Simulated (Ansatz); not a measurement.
MgF2: pressure series

The parent structure is MgF2 (space group Pa-3, No. 205; a = 4.954 Å; a cell from a computed database, its experimental status unchecked).

Cell and atoms are relaxed at each pressure.

The values are results of PBEsol (Ansatz, a quantum-chemistry and plane-wave program), scalar-relativistic without spin-orbit coupling, not measurements.

| pressure (GPa) | volume per atom (Å³/atom) |
|---|---|
| -2 | 10.325 |
| -1 | 10.224 |
| 0 | 10.130 |
| 0.3 | 10.102 |
| 0.7 | 10.066 |
| 1.5 | ? |
| 3 | 9.869 |
| 5 | 9.712 |
| 7.5 | 9.532 |

Question: Fit the third-order Birch–Murnaghan form P(V) = (3B₀/2)[(V₀/V)^(7/3) − (V₀/V)^(5/3)]·[1 + (3/4)(B₀′ − 4)((V₀/V)^(2/3) − 1)] (squares taken in P) to the rows shown and predict the withheld row.

Answer: Least squares on the printed values gives V₀ = 10.130 Å³/atom, B₀ = 109 GPa, B₀′ = 4.0; this predicts 9.995 Å³/atom, and the run gives 9.995 Å³/atom, in agreement.

Load acts through the strain it causes; cell and atoms are relaxed under it. Whether these cells are dynamically stable was not tested. Competing high-pressure phases were not computed.
